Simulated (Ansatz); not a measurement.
**ScAl3: pressure series**

Take ScAl₃ in the Cu3Au type structure (space group Pm-3m, No. 221) as the base.

```xyz
4
Lattice="4.1055 0.0000 0.0000 0.0000 4.1055 0.0000 0.0000 0.0000 4.1055" Properties=species:S:1:pos:R:3 pbc="T T T"
Al     0.0000     2.0528     2.0528
Al     2.0528     2.0528     0.0000
Al     2.0528     0.0000     2.0528
Sc     0.0000     0.0000     0.0000
```

Cell and atoms are relaxed at each pressure.

Level of theory: DFT with PBE, PAW potentials and a 420 eV plane-wave cutoff in Ansatz (a program for electronic structure), spin-orbit coupling left out.

Notes on the quantities. enthalpy: H = E + PV relative to the base's energy.

```tsv
case	lattice parameter a	enthalpy
base	4.106 Å	–
pressure −2 GPa	4.139 Å	-0.22 eV/atom
pressure −1 GPa	4.122 Å	-0.11 eV/atom
pressure 3 GPa	4.062 Å	+0.32 eV/atom
pressure 7 GPa	4.011 Å	+0.73 eV/atom
pressure 15 GPa	3.929 Å	+1.51 eV/atom
pressure 30 GPa	…	+2.86 eV/atom
pressure 50 GPa	3.701 Å	+4.51 eV/atom
pressure 75 GPa	3.598 Å	+6.41 eV/atom
pressure 100 GPa	…	+8.16 eV/atom
```

Problem. Fill in the withheld entries from the trend.

Solution. 
- pressure 30 GPa, lattice parameter a: 3.813 Å
- pressure 100 GPa, lattice parameter a: 3.517 Å

Load acts through the strain it causes; cell and atoms are relaxed under it. No phonon test of stability was made. Competing high-pressure phases were not computed. The final runs are not spin-polarised.
